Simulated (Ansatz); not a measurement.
**By hand: surface energy of the Si(111) slab with 2 F, the mean of its two faces, with the listed reservoirs for the atoms in excess**

This concerns the surface energy of the Si(111) slab with 2 F, the mean of its two faces, with the listed reservoirs for the atoms in excess. Reaction: 10 Si (diamond) + F2 (gas) → cell A.

A: a slab of Si (diamond, Fd-3m) cut along (111), 12 atoms, hexagonal cell of 3.87 Å (13.0 Å²), symmetry P-3m1 within 0.02 Å, 16.6 Å thick under 16 Å of vacuum, in-plane vectors held at the crystal's; planes from bottom to top: F | Si × 10 | F; added, foreign or displaced atoms, above the top plane and below the bottom plane: two times F bound to 1 Si at 1.62 Å; spin state with PBE: run without spin.

Setting: static, neutral cells in Ansatz (PAW) whose structures rest at the PBE level. Ansatz (a quantum-chemistry and plane-wave program) runs with its PAW set soft_1. Other levels take these structures. The lattices are those relaxed with PBE, so at other levels the solids can be strained, which adds to the spread. A dispersion term (D3(BJ), or D4 for r2SCAN) was computed beside these levels and is taken off wherever the name lacks it. Space groups of crystals are read within 0.01 Å. Cell A has symmetry P-3m1 within 0.02 Å and got no random move, so less symmetric positions, which may lie lower, weren't tried.

Total energies of the cells in eV, at zero smearing width. They compare only within one column; the weights balance every element.

| cell | atoms | weight | PBE | PBE+D3(BJ) |
|---|---|---|---|---|
| A: Si(111) slab with 2 F | 12 | +1 | -7976.26879 | -7979.07683 |
| Si (diamond) | 2 | −5 | -1271.62209 | -1272.23755 |
| F2 (gas) | 2 | −1 | -1611.20111 | -1611.20569 |

PBE: (-7976.26879) − 5 × (-1271.62209) − (-1611.20111) = -6.9572 eV; dividing by 2 × 12.955 Å² and converting at 16.022 J/m² per eV/Å² gives -4.30 J/m².

PBE+D3(BJ): (-7979.07683) − 5 × (-1272.23755) − (-1611.20569) = -6.6834 eV; dividing by 2 × 12.955 Å² and converting at 16.022 J/m² per eV/Å² gives -4.13 J/m².
